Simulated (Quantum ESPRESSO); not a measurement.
```yaml
crystal:
  lattice:
    - [4.07631, 0.00000, 0.00000]
    - [-2.03816, 3.53019, 0.00000]
    - [0.00000, 0.00000, 7.35147]
  atoms:
    - { symbol: Sr, position: [0.02035, 0.01334, 0.00168] }
    - { symbol: Mn, position: [0.66838, 0.33342, 0.39554], spin: 4.0 }
    - { symbol: Mn, position: [0.32121, 0.68020, 0.60707], spin: 4.0 }
    - { symbol: As, position: [0.66592, 0.32367, 0.71807] }
    - { symbol: As, position: [0.32414, 0.64937, 0.27763] }
```
(The spins are starting values, not results.)

Method: PBEsol, GBRV 1.5 ultrasoft (PBESOL) pseudopotentials (plane waves; Quantum ESPRESSO 7.5).

The set-up and first iterations of a Quantum ESPRESSO log for SrMn2As2 (P1, 5 atoms in the cell):

```
     G-vector sticks info
     --------------------
     sticks:   dense  smooth     PW     G-vecs:    dense   smooth      PW
     Sum        1639     823    241                96623    34185    5313

     bravais-lattice index     =            0
     lattice parameter (alat)  =       7.7031  a.u.
     unit-cell volume          =     713.8974 (a.u.)^3
     number of atoms/cell      =            5
     number of atomic types    =            3
     number of electrons       =        50.00
     number of Kohn-Sham states=           30
     kinetic-energy cutoff     =      50.0000  Ry
     charge density cutoff     =     400.0000  Ry
     scf convergence threshold =      1.0E-11
     mixing beta               =       0.4000
     number of iterations used =            8  plain     mixing
     Exchange-correlation= SLA  PW   PSX  PSC
                           (   1   4  10   8   0   0   0)

     crystal axes: (cart. coord. in units of alat)
   [... lines left out ...]
     As                5.00    74.92160     As( 1.00)

     Starting magnetic structure
     atomic species   magnetization
     Sr              0.000
     Mn              0.267
     As              0.000

     No symmetry found

   Cartesian axes

     site n.     atom                  positions (alat units)
         1        Sr     tau(   1) = (   0.0136770   0.0115562   0.0030352  )
         2        Mn     tau(   2) = (   0.5016670   0.2887467   0.7133395  )
         3        Mn     tau(   3) = (  -0.0188850   0.5890705   1.0948331  )
         4        As     tau(   4) = (   0.5040860   0.2803099   1.2950173  )
         5        As     tau(   5) = (  -0.0005460   0.5623675   0.5007006  )

     number of k points=    38  Fermi-Dirac smearing, width (Ry)=  0.0073
                       cart. coord. in units 2pi/alat
        k(    1) = (   0.0000000   0.0000000   0.0000000), wk =   0.0133333
        k(    2) = (   0.0000000   0.0000000   0.1848297), wk =   0.0266667
        k(    3) = (   0.0000000   0.2309401   0.0000000), wk =   0.0266667
   [... 35 lines left out ...]

     Dense  grid:    96623 G-vectors     FFT dimensions: (  50,  50,  90)

     Smooth grid:    34185 G-vectors     FFT dimensions: (  36,  36,  64)

     Initial potential from superposition of free atoms

     starting charge      48.9686, renormalised to      50.0000

     negative rho (up, down):  3.247E-02 3.248E-02
     Self-consistent Calculation

     iteration #  1     ecut=    50.00 Ry     beta= 0.40

     negative rho (up, down):  3.214E-02 3.216E-02

     total energy              =    -571.95334922 Ry
     estimated scf accuracy    <       1.24372466 Ry

     total magnetization       =     6.58 Bohr mag/cell
     absolute magnetization    =     6.85 Bohr mag/cell

     iteration #  2     ecut=    50.00 Ry     beta= 0.40

     negative rho (up, down):  3.216E-02 3.220E-02

     total energy              =    -571.93215745 Ry
     estimated scf accuracy    <       2.04176960 Ry

     total magnetization       =     5.13 Bohr mag/cell
     absolute magnetization    =     5.99 Bohr mag/cell

     iteration #  3     ecut=    50.00 Ry     beta= 0.40

     negative rho (up, down):  3.230E-02 3.231E-02

     total energy              =    -572.25773341 Ry
     estimated scf accuracy    <       0.70848326 Ry

     total magnetization       =     6.72 Bohr mag/cell
     absolute magnetization    =     7.29 Bohr mag/cell
```

Task: Will this run converge, and how will it end?

Result: The run converged in 25 iterations. Its thresholds were met; that alone does not show that basis and mesh suffice. Warnings to mind: c_bands:  1 eigenvalues not converged. It ends on: free energy E − TS -7786.9001 eV; Fermi level (on the code's own zero) 9.51 eV; pressure -3.06 GPa; largest force (vector length) 0.707 eV/Å; size of the cell's spin moment 5.87 μB; site moments (μB, in the program's spheres or projections) Sr 0.01, Mn 2.75, Mn 2.74, As -0.08, As -0.09. The log goes on:

```
   [... 20 blocks of this kind left out ...]

     iteration # 24     ecut=    50.00 Ry     beta= 0.40

     negative rho (up, down):  3.271E-02 3.281E-02

     total energy              =    -572.32659809 Ry
     estimated scf accuracy    <          4.5E-11 Ry

     total magnetization       =     5.87 Bohr mag/cell
     absolute magnetization    =     6.44 Bohr mag/cell

     iteration # 25     ecut=    50.00 Ry     beta= 0.40

     negative rho (up, down):  3.271E-02 3.281E-02

     Magnetic moment per site  (integrated on atomic sphere of radius R)
     atom   1 (R=0.306)  charge=  8.0090  magn=  0.0075
     atom   2 (R=0.240)  charge= 12.9816  magn=  2.7507
     atom   3 (R=0.240)  charge= 12.9830  magn=  2.7396
     atom   4 (R=0.240)  charge=  2.5536  magn= -0.0848
     atom   5 (R=0.240)  charge=  2.5418  magn= -0.0854
     End of self-consistent calculation

     the Fermi energy is     9.5063 ev

!    total energy              =    -572.32659809 Ry
     estimated scf accuracy    <          9.9E-13 Ry
     smearing contrib. (-TS)   =      -0.01182078 Ry
     internal energy E=F+TS    =    -572.31477731 Ry

     total magnetization       =     5.87 Bohr mag/cell
     absolute magnetization    =     6.44 Bohr mag/cell

     convergence has been achieved in  25 iterations

     negative rho (up, down):  3.271E-02 3.281E-02

     Forces acting on atoms (cartesian axes, Ry/au):

     atom    1 type  1   force =    -0.00639671   -0.01144459   -0.00382289
     atom    2 type  2   force =     0.00006379   -0.01056155   -0.02540319
     atom    3 type  2   force =     0.01445299   -0.01687798    0.00629718
     atom    4 type  3   force =    -0.01043214    0.01954357    0.00506082
     atom    5 type  3   force =     0.00231207    0.01934056    0.01786807

     Total force =     0.051883     Total SCF correction =     0.000002

     negative rho (up, down):  3.271E-02 3.281E-02
          total   stress  (Ry/bohr**3)                   (kbar)     P=      -30.63
  -0.00026866   0.00003253  -0.00002716          -39.52        4.79       -3.99
   0.00003253  -0.00023025   0.00001895            4.79      -33.87        2.79
  -0.00002716   0.00001895  -0.00012578           -3.99        2.79      -18.50

   JOB DONE.
```

For comparison: a first run was changed to give this one (atoms moved at random), and from it to this one the free energy goes up by 18.5 meV/atom, the pressure goes from -3.63 to -3.06 GPa, the largest force goes from 0.159 to 0.707 eV/Å and the size of the net moment stays at 1.17 μB/atom.

The starting cell comes from a database of computed structures (which also holds hypothetical and non-ambient phases and stackings), without a prior relaxation at this level. For this run, on top of that: atoms moved at random. The magnetic order is the one reached from the typed start; others were not searched systematically. With a pressure of about -3 GPa the cell is away from its equilibrium volume at this level.

The run was DFT, PBEsol, plane waves, GBRV 1.5 ultrasoft (PBESOL) pseudopotentials. Main settings of its input:

* **ecutwfc**: 50 Ry
* **ecutrho**: 400 Ry
* **occupations**: smearing
* **smearing**: fd
* **degauss**: 0.0073499 Ry
* **nspin**: 2
* **potentials**: {Sr: sr_pbesol_v1.uspp.F.UPF, Mn: mn_pbesol_v1.5.uspp.F.UPF, As: as_pbesol_v1.uspp.F.UPF}
* **K_POINTS**: automatic 5 5 3 0 0 0
* **conv_thr**: 1e-11 Ry
* **mixing_beta**: 0.4
